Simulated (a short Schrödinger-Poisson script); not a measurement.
Stack: MOS inversion layer, SiO2 on p-type Si(100), at 400 K.

```
layer  material  thickness (nm)  Na (cm⁻³)
-----  --------  --------------  ---------
1          SiO2             3.6          -
2            Si             330     1.7e18
```

The device is made up for the run: typed textbook-type constants, with dimensions and the other settings drawn at random. SiO2: permittivity 3.9, conduction-band edge (eV) 3.15, gap (eV) 9, electron mass (mₑ) 0.5. Si: permittivity 11.7, conduction-band edge (eV) 0, gap (eV) 1.124, Nv at 300 K (cm⁻³) 3.1e19.

Channel valleys (confinement mass, in-plane density-of-states mass, number): Δ2 0.916, 0.19, 2; Δ4 0.19, 0.417, 4. At the gate the conduction-band edge of layer 1 lies 3.16 eV − eVg above the Fermi level of the channel; the field vanishes at the back. Gaps are held at their typed values at every temperature. Mesh 0.03 nm at interfaces.

From a short Schrödinger-Poisson script (our own, NumPy): 1D Poisson equation in equilibrium, electrons quantum, Hartree (BenDaniel-Duke, 12 states a valley, the channel's in-plane mass for all, wave functions ending at the dielectric), parabolic valleys, classical holes, full ionisation, no traps, pinning or gate leakage.

The same stack at other levels of the model or other numerical settings:

| run | sheet density of all electrons at Vg = 3 V (cm⁻²) | sheet density of all electrons at Vg = 1.2 V (cm⁻²) | capacitance at Vg = 3 V (μF/cm²) | centroid of the channel electrons at Vg = 3 V (nm) | rough cost against the base |
|---|---|---|---|---|---|
| base | 1.10e13 | 1.60e12 | 0.868 | 1.23 | about 1 |
| electrons treated as classical, Boltzmann | 1.26e13 | 2.41e12 | 0.934 | 0.32 | 0.03 |
| electrons treated as classical, Fermi-Dirac | 1.23e13 | 2.36e12 | 0.908 | 0.47 | 0.2 |
| mesh six times as coarse | 1.10e13 | 1.61e12 | 0.868 | 1.23 | 0.2 |
| one subband a valley | 1.10e13 | 1.59e12 | 0.867 | 1.21 | 0.4 |

The classical rows ignore confinement, and Boltzmann statistics overrate the density once the band edge passes the Fermi level.
